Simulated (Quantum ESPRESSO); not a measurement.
Worked example: self-consistent single point of LaZnGa (P1, 6 atoms in the cell) in Quantum ESPRESSO.

Method of the run: PBEsol, GBRV 1.5 ultrasoft (PBESOL) pseudopotentials (plane waves; Quantum ESPRESSO).

The change in words: atoms moved at random. Reference geometry:
```
CELL_PARAMETERS angstrom
      4.49206     0.00000     0.00000
     -2.24603     3.89024     0.00000
      0.00000     0.00000     8.04708
ATOMIC_POSITIONS crystal
  La 0.00000 0.00000 0.50000
  La 0.00000 0.00000 0.00000
  Zn 0.33333 0.66667 0.75000
  Zn 0.66667 0.33333 0.25000
  Ga 0.33333 0.66667 0.25000
  Ga 0.66667 0.33333 0.75000
```

Reference input (self-consistent single point, DFT, PBEsol, plane waves, GBRV 1.5 ultrasoft (PBESOL) pseudopotentials): ecutwfc = 50 Ry; ecutrho = 250 Ry; occupations = smearing; smearing = gauss; degauss = 0.0073499 Ry; potentials = {La: la_pbesol_v1.uspp.F.UPF, Zn: zn_pbesol_v1.uspp.F.UPF, Ga: ga_pbesol_v1.4.uspp.F.UPF}; K_POINTS = automatic 6 6 3 0 0 0; conv_thr = 1e-09 Ry; mixing_beta = 0.5. This run's input differs from it in these lines:

```diff
@@ -9,5 +9,3 @@
 &SYSTEM
- ibrav = 4
- celldm(1) = 8.48876305
- celldm(3) = 1.7914008446
+ ibrav = 0
  nat = 6
@@ -28,9 +26,13 @@
 Ga    69.7230  ga_pbesol_v1.4.uspp.F.UPF
+CELL_PARAMETERS {angstrom}
+   4.49206000     0.00000000     0.00000000
+  -2.24603000     3.89023800     0.00000000
+   0.00000000     0.00000000     8.04708000
 ATOMIC_POSITIONS {crystal}
-La    0.00000000    0.00000000    0.50000000
-La    0.00000000    0.00000000    0.00000000
-Zn    0.33333333    0.66666667    0.75000000
-Zn    0.66666667    0.33333333    0.25000000
-Ga    0.33333333    0.66666667    0.25000000
-Ga    0.66666667    0.33333333    0.75000000
+La   -0.00398200   -0.00641400    0.49809000
+La   -0.01053100   -0.00141600   -0.00527800
+Zn    0.35157800    0.67270200    0.75412100
+Zn    0.65732300    0.32964000    0.24910900
+Ga    0.32446800    0.66412100    0.25470400
+Ga    0.68114400    0.34136800    0.74925400
 K_POINTS {automatic}
```

Log, with long lists cut:

```
     Self-consistent Calculation

     iteration #  1     ecut=    50.00 Ry     beta= 0.50

     total energy              =   -1920.37917440 Ry
     estimated scf accuracy    <      54.75276742 Ry

     iteration #  2     ecut=    50.00 Ry     beta= 0.50

     total energy              =   -1957.07203003 Ry
     estimated scf accuracy    <      60.34599906 Ry

     iteration #  3     ecut=    50.00 Ry     beta= 0.50

     negative rho (up, down):  7.264E-03 0.000E+00

     total energy              =   -1957.61019863 Ry
     estimated scf accuracy    <      11.97240177 Ry

   [... 13 blocks of this kind left out ...]

     iteration # 17     ecut=    50.00 Ry     beta= 0.50

     negative rho (up, down):  1.193E-01 0.000E+00

     total energy              =   -1957.07804274 Ry
     estimated scf accuracy    <          2.7E-09 Ry

     iteration # 18     ecut=    50.00 Ry     beta= 0.50

     negative rho (up, down):  1.193E-01 0.000E+00
     End of self-consistent calculation

   [... 5 lines left out ...]

   [... 5 lines left out ...]

     the Fermi energy is    11.2502 ev

!    total energy              =   -1957.07804274 Ry
     estimated scf accuracy    <          6.9E-10 Ry
     smearing contrib. (-TS)   =      -0.00100816 Ry
     internal energy E=F+TS    =   -1957.07703458 Ry

     convergence has been achieved in  18 iterations

     negative rho (up, down):  1.193E-01 0.000E+00

     Forces acting on atoms (cartesian axes, Ry/au):

     atom    1 type  1   force =     0.00236420    0.00479470   -0.00073015
     atom    2 type  1   force =     0.00886176    0.00283501    0.00861770
     atom    3 type  2   force =    -0.00977446   -0.00198495   -0.00446008
     atom    4 type  2   force =     0.00061149    0.00040127   -0.00102073
   [... lines left out ...]
     Total force =     0.018970     Total SCF correction =     0.000025
   [... lines left out ...]

     negative rho (up, down):  1.193E-01 0.000E+00
          total   stress  (Ry/bohr**3)                   (kbar)     P=      -25.84
  -0.00016242   0.00000539   0.00000333          -23.89        0.79        0.49
   0.00000539  -0.00016681   0.00000196            0.79      -24.54        0.29
   0.00000333   0.00000196  -0.00019769            0.49        0.29      -29.08

   JOB DONE.
```

The run converged in 18 iterations. Against the reference run the free energy goes up by 4.7 meV/atom, the pressure goes from -2.70 to -2.58 GPa and the largest force goes from 0.000 to 0.326 eV/Å. The full log also holds: “c_bands:  2 eigenvalues not converged”.

The starting cell comes from a database of computed structures (which also holds hypothetical and non-ambient phases and stackings), without a prior relaxation at this level. For this run, on top of that: atoms moved at random.

Cost on one core of a shared machine: roughly 9 min.
